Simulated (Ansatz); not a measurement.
Band structure of LiZn (Fd-3m, 4 atoms in the cell).

```yaml
crystal:
  lattice:
    - [0.00000, 3.03182, 3.03182]
    - [3.03182, 0.00000, 3.03182]
    - [3.03182, 3.03182, 0.00000]
  atoms:
    - { symbol: Li, position: [0.25000, 0.25000, 0.25000] }
    - { symbol: Li, position: [0.00000, 0.00000, 0.00000] }
    - { symbol: Zn, position: [0.75000, 0.75000, 0.75000] }
    - { symbol: Zn, position: [0.50000, 0.50000, 0.50000] }
```

Method: PBEsol, PAW files made with PBE (plane waves; Ansatz, an electronic-structure program).

Settings: kpoints.mp_grid.grid = 8 8 8; hamiltonian.xc = pbesol; hamiltonian.pseudopotentials = {kind: paw} (the program's default PAW files); scf.occupations.method = gaussian; scf.occupations.width = 0.05 eV; kpoints.band_path.npoints = 8.

The starting cell comes from a database of computed structures (which also holds hypothetical and non-ambient phases and stackings), without a prior relaxation at this level.

Levels in eV from the Fermi level, bands 12 to 18:
| point | 12 | 13 | 14 | 15 | 16 | 17 | 18 |
|---|---|---|---|---|---|---|---|
| Γ | -6.62 | -6.62 | 3.63 | 3.63 | 3.63 | 3.75 | 3.75 |
| X | -6.61 | -4.11 | -4.11 | -0.97 | -0.97 | 2.95 | 2.95 |
| W | -6.56 | -3.99 | -3.99 | -1.50 | -1.50 | 5.10 | 5.10 |
| K | -6.56 | -4.46 | -3.65 | -1.87 | -0.37 | 3.06 | 5.38 |
| L | -6.64 | -5.45 | -3.78 | 1.88 | 1.88 | 3.27 | 3.27 |
| U | -6.56 | -4.46 | -3.65 | -1.87 | -0.37 | 3.06 | 5.38 |

Bands cross the Fermi level along this path, so the cell is metallic at this level.

Keys are those of Ansatz 0.2.
